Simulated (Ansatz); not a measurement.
The starting structures come from a database of crystals and need not be the phases stable at ambient conditions.

```
CELL_PARAMETERS angstrom
      5.79875     0.00000     0.00000
     -1.33601     6.90400     0.00000
     -1.10827     0.91751     6.78580
ATOMIC_POSITIONS crystal
  V  0.22630 0.38570 0.19600
  V  0.77370 0.61430 0.80400
  Zn 0.27360 0.90810 0.09070
  Zn 0.72640 0.09190 0.90930
  Zn 0.71860 0.17330 0.38810
  Zn 0.28140 0.82670 0.61190
  Bi 0.21780 0.28470 0.70230
  Bi 0.78220 0.71530 0.29770
  O  0.13460 0.87970 0.34030
  O  0.86540 0.12030 0.65970
  O  0.13770 0.22150 0.01450
  O  0.86230 0.77850 0.98550
  O  0.64090 0.99340 0.19110
  O  0.35910 0.00660 0.80890
  O  0.66250 0.38280 0.90620
  O  0.33750 0.61720 0.09380
  O  0.98830 0.39720 0.31680
  O  0.01170 0.60280 0.68320
  O  0.55490 0.69060 0.61830
  O  0.44510 0.30940 0.38170
```

Space group of this cell: P-1. The cell is taken as given; by r2SCAN its mean pressure is -7.4 GPa.

Transport runs along the normal of the first two printed cell vectors.

No gap correction and no spin-orbit coupling; mid-gap values are interpolated between computed energies.

### Question
Predict the band gap and the smallest decay constant κ at mid-gap from r2SCAN run with Ansatz (a first-principles code).

### Answer
Gap 2.81 eV on a 6×6×6 mesh; κ = 0.415 1/Å, at (0.167, 0.333) of the in-plane reciprocal vectors. At the zone centre, at the nearest computed energy, the slowest state has κ = 0.46 1/Å.
